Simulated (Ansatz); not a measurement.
Mo2SiN (model structure, started from the MAX type, P6₃/mmc, No. 194, 8 atoms in the cell) was calculated with LDA (plane waves, PAW; Ansatz, an electronic-structure program).

Run with plane-wave cutoff 520 eV, 24×24×6 k mesh (along the axes of the cell as run), Fermi–Dirac smearing 0.05 eV, no spin polarisation, scalar-relativistic PAW data made under PBE.

Cell (relaxed at this level):

Mo2NSi is taken in the hexagonal space group P6₃/mmc (No. 194), Pearson symbol hP8. Conventional cell: a = 2.9407 Å, b = 2.9407 Å, c = 12.8256 Å, α = 90.00°, β = 90.00°, γ = 120.00°. Si on 2d is surrounded by 6 Mo at 2.583 Å. Mo on 4f is coordinated by 3 N at 2.114 Å and 3 Si at 2.583 Å and 9 Mo at 2.941–3.038 Å. N on 2a sees 6 Mo at 2.114 Å (octahedral). (Neighbours: up to the widest gap in distance over summed covalent radii, below 1.35, at either atom; cation-cation and far metal-metal contacts left out.)

Question: Give the computed bulk modulus B0.

Answer: 
- bulk modulus B0: 245 GPa

Note: the run has no spin polarisation, so it can have missed a magnetic state; the bulk modulus is −V dP/dV from two relaxed cells at ±2 % in volume; the relaxation could raise the start's symmetry but not lower it, so the cell can be a saddle point.

Computed values are for the static lattice.

A model structure was made by putting elements into a prototype or built by hand; it is no filed structure, need not be a known phase, and can be a saddle point held by its symmetry.
